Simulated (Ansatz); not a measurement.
The starting structures come from a database of crystals and need not be the phases stable at ambient conditions.

Consider the following.

```
Ba2ClN
1.0
    7.15728     0.00000     0.00000
    2.38576     7.64794     0.00000
    3.57864     0.00000     2.06613
Ba N Cl
2 1 1
Direct
  0.76855   0.69436   0.00000
  0.23145   0.30564   0.00000
  0.50000   0.50000   0.00000
  0.00000   0.00000   0.00000
```

Space group of this cell: R-3m. The cell is taken as given; by r2SCAN its mean pressure is -0.9 GPa.

Transport runs along the normal of the first two printed cell vectors, the (110) plane of the conventional cell.

No gap correction and no spin-orbit coupling; mid-gap values are interpolated between computed energies.

Problem. Estimate the band gap and the smallest decay constant κ at mid-gap that r2SCAN (Ansatz, a first-principles code) returns for this system.

Solution. Gap 1.28 eV on a 14×14×14 mesh; κ = 0.253 1/Å, at the zone centre.
